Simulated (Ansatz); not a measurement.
## What uniaxial strain ε_zz = −0.60 % does to KZnF3

Base system: KZnF3 in the cubic perovskite structure (space group Pm-3m, No. 221; a = 4.052 Å). Axes: x, y, z lie along the cube axes.

Modification: uniaxial strain ε_zz = −0.60 %, all other strain components held at zero, atoms relaxed at fixed cell.

The values are results of Kohn–Sham DFT with the PBEsol functional, run in Ansatz (a quantum-chemistry and plane-wave program) with PAW and 420 eV plane waves, scalar-relativistic without spin-orbit coupling, not measurements. Γ-centred 8×8×8 mesh, Fermi–Dirac width 0.05 eV.

- Volume per atom: 13.23 Å³ (base 13.31 Å³)
- Space group: P4/mmm (No. 123) (base Pm-3m (No. 221))
- Shortest interatomic distance: 2.014 Å (base 2.026 Å)
- Energy relative to the base (free energy F): +0.2 meV/atom
- Pressure (mean of the normal stresses, compression positive): 0.50 GPa (base 0.01 GPa)
- Band gap: 3.71 eV (base 3.71 eV)
- Gap character: indirect, A → Γ
- Smallest direct gap: 5.57 eV (base 5.52 eV)
- Electron mass: 0.44 mₑ (at Γ) (base 0.44 mₑ (at Γ))
- Stress (xx, yy, zz, yz, xz, xy; compression positive): (0.32, 0.32, 0.84, 0.00, 0.00, 0.00) GPa

Final structure:

```yaml
crystal:
  lattice:
    - [4.05228, 0.00000, 0.00000]
    - [0.00000, 4.05228, 0.00000]
    - [0.00000, 0.00000, 4.02796]
  atoms:
    - { symbol: K, position: [0.00000, 0.00000, 0.00000] }
    - { symbol: Zn, position: [0.50000, 0.50000, 0.50000] }
    - { symbol: F, position: [0.50000, 0.00000, 0.50000] }
    - { symbol: F, position: [0.00000, 0.50000, 0.50000] }
    - { symbol: F, position: [0.50000, 0.50000, 0.00000] }
```

Effective masses come from finite differences of ±0.01 Å⁻¹. Stability against distortions was not tested. Many cubic perovskites are stable only at high temperature; tilts and polar distortions were not tested. k-point labels follow each cell's own Brillouin zone.
